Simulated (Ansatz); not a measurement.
# Ansatz run on CsSrBr₃ (P6_3/mmc, 10 atoms in the cell): self-consistent single point

Computed with PBE (plane waves, PAW; Ansatz, a program for electronic structure).

This input was run:

Ansatz 0.2 input:
```yaml
# CsSrBr3
crystal:
  lattice:
    - [8.79132500, 0.00000000, 0.00000000]
    - [-4.39566200, 7.61351000, 0.00000000]
    - [0.00000000, 0.00000000, 7.51088300]
  atoms:
    - { symbol: Cs, position: [0.33333300, 0.66666700, 0.75000000] }
    - { symbol: Cs, position: [0.66666700, 0.33333300, 0.25000000] }
    - { symbol: Sr, position: [0.00000000, 0.00000000, 0.00000000] }
    - { symbol: Sr, position: [0.00000000, 0.00000000, 0.50000000] }
    - { symbol: Br, position: [0.14620000, 0.29240000, 0.25000000] }
    - { symbol: Br, position: [0.70760000, 0.85380000, 0.25000000] }
    - { symbol: Br, position: [0.14620000, 0.85380000, 0.25000000] }
    - { symbol: Br, position: [0.85380000, 0.70760000, 0.75000000] }
    - { symbol: Br, position: [0.29240000, 0.14620000, 0.75000000] }
    - { symbol: Br, position: [0.85380000, 0.14620000, 0.75000000] }
kpoints:
  mp_grid: { grid: [3, 3, 3] }
hamiltonian:
  xc: pbe
  pseudopotentials: { kind: paw }
scf:
  occupations: { method: cold, width: 0.1 eV }
output:
  forces: true
  eigenvalues: true
  stress: true
```

The program printed (abridged):

```
WARN the atoms were moved onto the symmetric positions of the space group found under crystal.symmetry.tolerance 1.0e-5 (fractional …
WARN basis.ecutwfc = 420 eV, the default
WARN ansatz: RAYON_NUM_THREADS=1 ignored (pool sized by the plan → 1); use --threads N
Pseudopotentials: kind: paw
Pseudopotential: Cs, paw, valence charge 9
Pseudopotential: Sr, paw, valence charge 10
Pseudopotential: Br, paw, valence charge 7
Crystal: 10 atoms, lattice volume = 502.725 Å³
Basis set: ecut = 420 eV, 9859 PW (Γ), exchange–correlation on 120×120×108 points (8 copies of the dense FFT grid, shifted against one another)
Bands: 50, of which v1, the nominal top of the filled ones, is band 40 counted from 1 (39 counted from 0)
Symmetry: 24 space group operations
Space group: P63/mmc (ITA 194), of the structure as read, at distance tolerance 8.0e-5 Å
k-points: 6 of 27
Initial density: superposition of atomic densities (neutral atoms: chi_scale 0, normalization atom), corrected by the library's trained network
Initial wavefunctions: pseudopotential atomic-orbital guess
Eigensolver: davidson
Functional: x = pbe(κ = 0.804, μ = 0.2195149727645171), c = pbe(β = 0.06672455060314922)
SCF iter   1: F=—  HF=-35148.185180 eV  |F-HF|=—  |Δ(HF+E_count)|=         —  Δρ=5.17e-4  dr2=3.26e-3  ethr=1.77e-3  ⟨swp⟩=15.8  Hψ=2139  notcnv=0
all-band conjugate gradients solve this SCF's bands
preconditioner: auto → Resta (q_TF=auto, 2.008 Å⁻¹)
SCF iter   2: F=—  HF=-35148.186601 eV  |F-HF|=—  |Δ(HF+E_count)|=   1.42e-3  S|Δr|=    0.00e0  Δρ=2.73e-4  dr2=6.69e-4  ethr=4.08e-6  ⟨swp⟩=2.8  Hψ=643  notcnv=0  defer=1
SCF iter   3: F=—  HF=-35148.186872 eV  |F-HF|=—  |Δ(HF+E_count)|=   2.71e-4  S|Δr|=    0.00e0  Δρ=9.17e-5  dr2=1.14e-4  ethr=8.36e-7  ⟨swp⟩=2.0  Hψ=455  notcnv=0  defer=1
SCF iter   4: F=—  HF=-35148.186912 eV  |F-HF|=—  |Δ(HF+E_count)|=   4.06e-5  S|Δr|=    0.00e0  Δρ=2.61e-5  dr2=7.94e-6  ethr=1.43e-7  ⟨swp⟩=2.2  Hψ=415  notcnv=0  defer=1
SCF iter   5: F=—  HF=-35148.186663 eV  |F-HF|=—  |Δ(HF+E_count)|=   2.50e-4  S|Δr|=    0.00e0  Δρ=4.97e-6  dr2=2.38e-7  ethr=9.92e-9  ⟨swp⟩=2.0  Hψ=459  notcnv=0  defer=1
SCF iter   6: F=-35148.186663 eV  HF=-35148.186663 eV  |F-HF|=1.77e-8  |Δ(HF+E_count)|=   5.35e-7  S|Δr|=    0.00e0  Δρ=1.00e-6  dr2=9.33e-9  ethr=1.25e-10  ⟨swp⟩=15.5  Hψ=1939  notcnv=0
SCF 1 converged in 6 iterations: F = -35148.186663 eV  dr2 = 9.33e-9
SCF converged after 6 iterations
Stability not checked (fill_not_monotonic)
Free energy (F): -35148.186663 eV
Harris-Foulkes:  -35148.186663 eV  (|F-HF|=1.77e-8)
Internal energy: -35148.186663 eV  (E = F + TS)
E sigma→0 (E₀):  -35148.186663 eV
Fermi energy:    2.523923 eV
Step filling:    the computed levels leave a gap of 3.9436 eV = 39.4 smearing widths
--- Per-component energies (eV) ---
  E_band       = -614.156287
  E_kinetic    = 1583.763857
  E_local      = -4942.317510  (includes V_loc(G=0)·N_el)
  E_nonlocal   = 887.184303
  E_hartree    = 1627.390982
  E_xc         = -2287.986631
  E_vxc        = -1205.340024  (∫ρ·V_xc dr)
  E_paw        = -29002.366312  (= ΣΔE_a)
  E_vpaw       = -192.226729  (= ΣTr[D̂ρ^β])
  E_aug_tail   = -0.000006  (compensation charges beyond the density's cutoff)
  E_ewald      = -3013.855345
  E_smearing   = 0.000000  (= −TS)
  E_closure    = -0.000000  (closes the sum)
  Σ components = -35148.186663   (vs F -35148.186663, Δ=0.00e0)
--- Forces (eV/Å), atoms counted from 1 ---
  atom   1  Cs     0.00000000     0.00000000    -0.00000000
  atom   2  Cs    -0.00000000    -0.00000000     0.00000000
  atom   3  Sr    -0.00000000    -0.00000000    -0.00000000
  atom   4  Sr    -0.00000000    -0.00000000     0.00000000
  atom   5  Br     0.00000003     1.00012834    -0.00000000
  atom   6  Br    -0.86613657    -0.50006414     0.00000000
  atom   7  Br     0.86613654    -0.50006420     0.00000000
  atom   8  Br    -0.00000003    -1.00012834     0.00000000
  atom   9  Br     0.86613657     0.50006414    -0.00000000
  atom  10  Br    -0.86613654     0.50006420    -0.00000000
  max |Σ_I F_I| component: 2.22e-16 eV/Å
--- Stress (GPa, compression-positive) ---
        1.116736      -0.000000       0.000000
       -0.000000       1.116736      -0.000000
        0.000000      -0.000000       2.337586
  P = ⅓ Tr σ = 1.5237 GPa (15.237 kbar)
  The stress holds the Pulay correction. Without it, at fixed plane waves, as pw.x and ABINIT print it: P = 1.5191 GPa
--- Band table (eV; the first three rows and the last of 6) ---
  k-point 0: bands = ["-31.9941", "-31.9626", "-20.0472", "-20.0466", "-14.6983", "-14.3778", "-14.3778", "-14.0857", "-14.0857", "-13.9460", "-12.1933", "-12.0114", "-12.0114", "-11.6608", "-11.6608", "-11.6145", "-6.8287", "-6.8165", "-6.8090", [...]
  k-point 1: bands = ["-31.9862", "-31.9705", "-20.0471", "-20.0468", "-14.5405", "-14.3123", "-14.3123", "-14.1734", "-14.1674", "-14.1674", "-12.0125", "-11.9149", "-11.9149", "-11.7406", "-11.7406", "-11.7322", "-6.8252", "-6.8194", "-6.8065", [...]
  k-point 2: bands = ["-31.9941", "-31.9626", "-20.0471", "-20.0468", "-14.6980", "-14.3781", "-14.3778", "-14.0857", "-14.0857", "-13.9460", "-12.1879", "-12.0177", "-12.0112", "-11.6680", "-11.6613", "-11.6081", "-6.8260", "-6.8190", "-6.8060", [...]
  k-point 5: bands = ["-31.9862", "-31.9705", "-20.0469", "-20.0469", "-14.5401", "-14.3126", "-14.3126", "-14.1732", "-14.1675", "-14.1675", "-12.0039", "-11.9199", "-11.9199", "-11.7460", "-11.7460", "-11.7229", "-6.8229", "-6.8229", "-6.7992", [...]
```

The run converged in 6 iterations.

The starting cell was generated: these elements placed on a structure prototype, without a prior relaxation; it need not be a known phase or ordering of this composition. Its lattice was rescaled by a random factor within 2.5 % of one. Forces in this geometry exceed 1 eV/Å. Ansatz's pressure includes its estimate of the finite-basis (Pulay) stress. Another mesh or the band path of this cell gives a smaller gap, so this value is not converged in the mesh.
